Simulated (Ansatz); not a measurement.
CdTe (I-4m2): band-edge transport data

Given:

```xyz
2
Lattice="0.0000 3.3317 3.1243 3.3317 0.0000 3.1243 3.3317 3.3317 0.0000" Properties=species:S:1:pos:R:3 pbc="T T T"
Cd     0.0000     0.0000     0.0000
Te     1.6658     1.6658     1.5621
```

Level of theory: r2SCAN with spin-orbit coupling, rigid bands (plane waves, PAW; Ansatz, a program for electronic structure). Condition of this run: biaxial stress in (001) of -1 GPa (compression positive) (the target of the relaxation). Cell: cell and atoms relaxed with PBEsol, then loaded as said.

The band gap is 0.88 eV and the electron conductivity mass (300 K, dilute) comes out as 0.096 (x), 0.096 (y), 0.094 (z) mₑ. The hole conductivity mass (300 K, dilute) is 0.55 (x), 0.55 (y), 0.26 (z) mₑ and the effective density of states N_c (300 K) is 7.1e17 cm⁻³. The effective density of states N_v (300 K) comes out as 5.4e18 cm⁻³. The density-of-states mass, electrons is 0.093 mₑ and the density-of-states mass, holes comes out as 0.36 mₑ. The Seebeck coefficient, n-type 1e19 cm⁻³, 300 K comes out as -62 μV/K, the Seebeck coefficient, p-type 1e19 cm⁻³, 300 K comes out as 211 μV/K and the best p-type power factor at 300 K for τ = 10 fs (best axis; densities from 1e16 to 1e21 cm⁻³ tried, whether or not they can be reached) comes out as 5.3 μW/(cm·K²) at 1e20 cm⁻³.

Rigid bands; masses and Seebeck coefficients take one relaxation time τ for all states and one kind of carrier; polarons and phonon drag are left out. Geometry: cell and atoms relaxed with PBEsol.
